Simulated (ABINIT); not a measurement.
Band structure of CoGa (Pm-3m, 2 atoms in the cell).

```
CoGa
1.0
    2.88000     0.00000     0.00000
    0.00000     2.88000     0.00000
    0.00000     0.00000     2.88000
Ga Co
1 1
Direct
  0.50000   0.50000   0.50000
  0.00000   0.00000   0.00000
```

Method: PBE, norm-conserving pseudopotentials (PseudoDojo nc-sr-05 PBE standard) (plane waves; ABINIT).

Settings: pseudos = [Ga.upf, Co.upf]; ecut = 48 Ha; occopt = 3; tsmear = 0.00367493 Ha; ngkpt = 8 8 8; nshiftk = 1; shiftk = 0 0 0; potentials = PseudoDojo nc-sr-05 PBE standard; kptopt = 1; nstep = 60; tolvrs1 = 1e-12; ndtset = 2; getden2 = 1.

The starting cell has typed, rounded lattice constants, without a prior relaxation at this level. Spin polarisation is off.

Levels in eV from the Fermi level, bands 12 to 19:
```csv
point,12,13,14,15,16,17,18,19
Γ,-2.53,-0.69,-0.69,-0.69,5.20,5.20,5.20,10.98
X,-2.30,-1.70,-1.70,-0.68,0.12,10.63,10.63,11.52
M,-3.12,-2.45,-1.18,-1.18,-0.23,2.28,3.16,11.53
R,-4.06,-0.19,-0.19,0.65,3.84,3.84,3.84,4.80
```

Bands cross the Fermi level along this path, so the cell is metallic at this level.
